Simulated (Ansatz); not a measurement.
Abridged Ansatz (a first-principles code) output:

```
Pseudopotential: Sr, paw, valence charge 10
Pseudopotential: Mg, paw, valence charge 10
Crystal: 4 atoms, lattice volume = 195.547 Å³
Basis set: ecut = 500 eV, 5001 PW (Γ), exchange–correlation on 288×288×288 points (27 copies of the dense FFT grid, shifted against one another)
Bands: 24, of which v1, the nominal top of the filled ones, is band 20 counted from 1 (19 counted from 0)
Symmetry: 12 space group operations
k-points: 231 of 2197
Functional: x = r2scan, c = r2scan; τ floored in thin density (d = 2e-4 eV/Å³)
SCF iter   1: F=—  HF=-12591.350289 eV  |F-HF|=—  |Δ(HF+E_count)|=         —  Δρ=3.54e-3  dr2=7.42e-2  dr2_τ=7.53e-3  ethr=1.77e-3  ⟨swp⟩=9.0  Hψ=30760  notcnv=0
SCF iter   2: F=—  HF=-12591.420935 eV  |F-HF|=—  |Δ(HF+E_count)|=   7.06e-2  Δρ=2.08e-3  dr2=3.11e-2  dr2_τ=3.30e-4  ethr=1.86e-4  ⟨swp⟩=2.5  Hψ=12248  notcnv=0
SCF 1 converged in 10 iterations: F = -12591.422502 eV  dr2 = 2.64e-11
SCF converged after 10 iterations
Free energy (F): -12591.422502 eV
Internal energy: -12591.387361 eV  (E = F + TS)
E sigma→0 (E₀):  -12591.404931 eV
Entropy (-TS):   -0.035142 eV (-8.785 meV/atom)
Fermi energy:    4.729870 eV
--- Forces (eV/Å), atoms counted from 1 ---
  atom   1  Sr     0.00000000     0.00000000     0.00000000
  atom   2  Sr     0.00000000    -0.00000000    -0.00096480
  atom   3  Mg     0.00000000     0.00000000     0.00000000
  atom   4  Sr     0.00000000     0.00000000     0.00096480
--- Stress (GPa, compression-positive) ---
        0.001517       0.000000       0.000000
        0.000000       0.001517      -0.000000
        0.000000      -0.000000      -0.003494
  P = ⅓ Tr σ = -0.0002 GPa (-0.002 kbar)
```

Task: What was computed, and what are the main results?

Result: Sr3Mg, 4 atoms in the cell, with r2SCAN (Ansatz), spin-orbit coupling left out. The last SCF converged to F = -12591.422502 eV, or -3147.8556 eV per atom, at a pressure of 0.00 GPa. The total energy compares only with runs of the same code, potentials and settings.

These are small ordered cells, not random alloys; other orderings at the same x differ. No phonon test of stability was made. The cell was made from Sr by this change: x(Mg) = 0.25, 4 atoms, R-3m.
